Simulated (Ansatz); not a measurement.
Smallest direct gap on the k points sampled of cubic perovskite CsPbCl₃ (cubic high-temperature phase) at several levels of theory

No measured value is used here.

```json
[
 {"level (code)": "LDA+SOC (Ansatz)", "value (eV)": "0.52"},
 {"level (code)": "BLYP (Ansatz)", "value (eV)": "2.02"},
 {"level (code)": "PBE+SOC (Ansatz)", "value (eV)": "0.70"},
 {"level (code)": "PBEsol+SOC (Ansatz)", "value (eV)": "?"},
 {"level (code)": "RPBE (Ansatz)", "value (eV)": "?"},
 {"level (code)": "r²SCAN+SOC (Ansatz)", "value (eV)": "1.01"},
 {"level (code)": "B3LYP (VWN-RPA form) (Ansatz)", "value (eV)": "?"},
 {"level (code)": "HSE06+SOC (Ansatz)", "value (eV)": "1.31"},
 {"level (code)": "PBE0 (Ansatz)", "value (eV)": "3.25"},
 {"level (code)": "r²SCAN0 (Ansatz)", "value (eV)": "3.50"},
 {"level (code)": "Hartree–Fock (Ansatz)", "value (eV)": "?"},
 {"level (code)": "G0W0@PBEsol (Ansatz)", "value (eV)": "3.30"}
]
```

What belongs in the gaps?


- PBEsol+SOC (Ansatz, an electronic-structure program), value (eV): 0.58
- RPBE (Ansatz), value (eV): 2.05
- B3LYP (VWN-RPA form) (Ansatz), value (eV): 3.08
- Hartree–Fock (Ansatz), value (eV): 7.77

Computed values are for a static lattice. Spin–orbit coupling is included only where a level's name says +SOC; with heavier elements it mostly lowers gaps and can invert bands.  G0W0@PBEsol: filled d or f shells below the valence bands can shift G0W0 gaps through exchange with them, which wasn't tested here. Values are at the measured cell. Cutoffs and k meshes differ between the levels. Ansatz's density-functional and Hartree–Fock values are scalar-relativistic unless marked +SOC, with PAW data made under PBE.
